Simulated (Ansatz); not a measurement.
Base system: WSe2 (space group P6_3/mmc, No. 194; a = 3.2790 Å, c = 12.7862 Å; layered, stacked along the Cartesian z axis). Axes: x lies along a and z along c of the hexagonal cell.

Method: PBE-D3(BJ) (Ansatz, a first-principles code), no spin-orbit coupling.

Base values:

The width of the top valence band comes out as 1.52 eV and the band gap is 0.87 eV. The gap character is indirect, Γ → K–Γ (47 % along). The hole mass is 1.3 mₑ along c, 0.70 mₑ across (at Γ).

The change: uniaxial strain ε_zz = +1.80 %, all other strain components held at zero, atoms relaxed at fixed cell.

Problem. What does the calculation give for the energy relative to the base, width of the top valence band, band gap, gap character and hole mass after the change?

Solution. The energy grows by 1.2 meV/atom; the width of the top valence band drops by 0.075 eV, from 1.52 eV to 1.45 eV; the band gap increases by 0.09 eV (0.87 eV → 0.96 eV); the gap character is still indirect, Γ → K–Γ (47 % along); the hole mass changes from 1.3 mₑ along c, 0.70 mₑ across (at Γ) to 1.1 mₑ along z, 0.81 mₑ across (at Γ).

With W present, leaving out spin-orbit coupling can change the band edges. Masses are band curvatures over ±0.01 Å⁻¹ around the edge. No phonon test of stability was made.
